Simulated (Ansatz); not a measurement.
Data:

```xyz
2
Lattice="0.0000 2.4039 2.4039 2.4039 0.0000 2.4039 2.4039 2.4039 0.0000" Properties=species:S:1:pos:R:3 pbc="T T T"
Y      0.0000     0.0000     0.0000
N      2.4039     2.4039     2.4039
```

No spin polarisation.

Calculations: PBE (Ansatz, an electronic-structure program; PAW; 420 eV plane waves; no spin-orbit coupling). Settings: 12×12×12 k-points, 0.05 eV Fermi–Dirac smearing.

Question: Predict the smallest direct gap and gap character.

Answer: The smallest direct gap is 0.45 eV and the gap character is indirect, Γ → X.

The cells carry an imposed strain or load. Stability against distortions was not tested. The cell was made from YN in the rock salt structure (space group Fm-3m, No. 225) by this change: isotropic strain −2.00 %. The zero or small gap of YN can change with the level of theory.
